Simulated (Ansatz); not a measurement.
Zinc-blende BeS was calculated with G0W0@PBE in Ansatz (plane waves, hard PAW, contour deformation).

The same calculation (at the measured cell, 14.438 Å³/atom) with different numerical settings; throughout: k mesh 2×2×2:

```json
[
 {"run": "1", "response cutoff (eV)": "100", "empty bands": "120", "quasiparticle gap on the mesh (eV)": "3.897", "quasiparticle gap at Γ (eV)": "6.853", "rough time": "5 core-s"},
 {"run": "2", "response cutoff (eV)": "150", "empty bands": "221", "quasiparticle gap on the mesh (eV)": "4.015", "quasiparticle gap at Γ (eV)": "6.941", "rough time": "9 core-s"},
 {"run": "3", "response cutoff (eV)": "200", "empty bands": "341", "quasiparticle gap on the mesh (eV)": "4.072", "quasiparticle gap at Γ (eV)": "6.986", "rough time": "10 core-s"},
 {"run": "4", "response cutoff (eV)": "250", "empty bands": "476", "quasiparticle gap on the mesh (eV)": "4.103", "quasiparticle gap at Γ (eV)": "7.011", "rough time": "30 core-s"},
 {"run": "5", "response cutoff (eV)": "300", "empty bands": "626", "quasiparticle gap on the mesh (eV)": "4.120", "quasiparticle gap at Γ (eV)": "7.025", "rough time": "50 core-s"},
 {"run": "6", "response cutoff (eV)": "400", "empty bands": "964", "quasiparticle gap on the mesh (eV)": "4.140", "quasiparticle gap at Γ (eV)": "7.043", "rough time": "90 core-s"},
 {"run": "7", "response cutoff (eV)": "500", "empty bands": "1347", "quasiparticle gap on the mesh (eV)": "(withheld)", "quasiparticle gap at Γ (eV)": "(withheld)", "rough time": "3 core-min"}
]
```

Q: Complete the blanks.

A: 
- 7, quasiparticle gap on the mesh (eV): 4.151
- 7, quasiparticle gap at Γ (eV): 7.053

In the column quasiparticle gap on the mesh (eV) the first row differs from the last by -0.254 and the next to last by -0.011.

The last row is no converged limit: other settings stay fixed.

Ansatz is a program for electronic structure.
